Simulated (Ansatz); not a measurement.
# Effective masses and thermopower of BN under load (space group P6_3mc)

Here is the system:

```
CELL_PARAMETERS angstrom
      2.54225     0.00000     0.00000
     -1.27113     2.20166     0.00000
      0.00000     0.00000     4.16788
ATOMIC_POSITIONS crystal
  B  0.33333 0.66667 0.00018
  B  0.66667 0.33333 0.50018
  N  0.33333 0.66667 0.37482
  N  0.66667 0.33333 0.87482
```

Calculation: r2SCAN, rigid bands (plane waves, PAW, scalar-relativistic; Ansatz, an electronic-structure program). Condition of this run: uniaxial stress along c of 9 GPa (compression positive) (the target of the relaxation). Geometry: cell and atoms relaxed with PBEsol, then loaded as said.

* **band gap**: 5.77 eV
* **electron conductivity mass (300 K, dilute)**: 0.50 (x), 0.50 (y), 0.29 (z) mₑ
* **hole conductivity mass (300 K, dilute)**: 0.83 (x), 0.83 (y), 1.22 (z) mₑ
* **effective density of states N_c (300 K)**: 1.3e19 cm⁻³
* **effective density of states N_v (300 K)**: 4.6e19 cm⁻³
* **density-of-states mass, electrons**: 0.64 mₑ
* **density-of-states mass, holes**: 1.50 mₑ
* **Seebeck coefficient, n-type 1e19 cm⁻³, 300 K**: -247 μV/K
* **best n-type power factor at 300 K for τ = 10 fs (best axis; densities from 1e16 to 1e21 cm⁻³ tried, whether or not they can be reached)**: 7.6 μW/(cm·K²) at 3e19 cm⁻³
* **Seebeck coefficient, p-type 1e19 cm⁻³, 300 K**: 348 μV/K
* **best p-type power factor at 300 K for τ = 10 fs (best axis; densities from 1e16 to 1e21 cm⁻³ tried, whether or not they can be reached)**: 9.1 μW/(cm·K²) at 1e20 cm⁻³

Rigid bands; masses and Seebeck coefficients take one relaxation time τ for all states and one kind of carrier; polarons and phonon drag are left out. Spin-orbit coupling is left out. Geometry: cell and atoms relaxed with PBEsol.
